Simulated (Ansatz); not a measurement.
```
BaTiO3
1.0
    3.97752     0.03039    -0.01470
    0.03039     3.96481    -0.02900
   -0.01522    -0.03002     4.13532
Ti Ba O
1 1 3
Direct
  0.48602   0.48720   0.45306
  0.99535   0.99574   0.93491
  0.50251   0.50288   0.89475
  0.50645   0.00829   0.41117
  0.00967   0.50588   0.41211
```

No spin polarisation.

Calculations: r2SCAN (Ansatz, an electronic-structure program), without spin-orbit coupling, earlier PAW set. Γ-centred 8×8×8 mesh, Fermi–Dirac width 0.05 eV.

Problem. What band gap does the calculation give?

Solution. 2.55 eV.

Problem. Predict the gap character.

Solution. Indirect, R → Γ.

The cells carry an imposed strain or load. No phonon test of stability was made. All final runs are without spin polarisation. The cell was made from BaTiO₃ (space group P4mm, No. 99) by this change: strain tensor (xx, yy, zz, yz, xz, xy) = (+0.12, −0.20, +0.56, −0.73, −0.37, +0.77) %.
